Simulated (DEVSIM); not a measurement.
System: abrupt Ge n-p junction, at 300 K.

Layer 1 from the left is Ge, thickness (μm) 0.130, Nd (cm⁻³) 1.5e16, τn (s) 7.5e-6, τp (s) 7.5e-6. Layer 2 from the left is Ge, thickness (μm) 4.60, Na (cm⁻³) 8.1e17, τn (s) 7.5e-6, τp (s) 7.5e-6.

Left contact: ohmic. Right contact: ohmic. Voltage is applied to the left contact. Recombination: SRH at mid-gap, radiative. Mobility is μmin + (μ − μmin)/(1 + (N/Nref)^α).

The device is made up for the run: typed textbook-type constants, with dimensions and the other settings drawn at random. Values at 300 K.

Ge: gap (eV) 0.664, affinity (eV) 4, permittivity 16, Nc (cm⁻³) 1.04e19, Nv (cm⁻³) 6e18, μn (cm²/Vs) 3900, μp (cm²/Vs) 1900, μn,min 150, μp,min 100, Nref,n 2.6e17, Nref,p 4e17, αn 0.56, αp 0.6, B (cm³/s) 6.4e-14.

Model (solved in DEVSIM): 1D drift-diffusion, Boltzmann statistics, complete ionisation; no tunnelling, impact ionisation, image-force lowering or self-heating.

**Question.** What does the simulation give for the dark forward voltage at 100 A/cm², the potential step across the device at zero bias, the largest field in the device at zero bias?

**Answer.** dark forward voltage at 100 A/cm² 0.185 V; potential step across the device at zero bias 0.443 V; largest field in the device at zero bias 54000 V/cm.
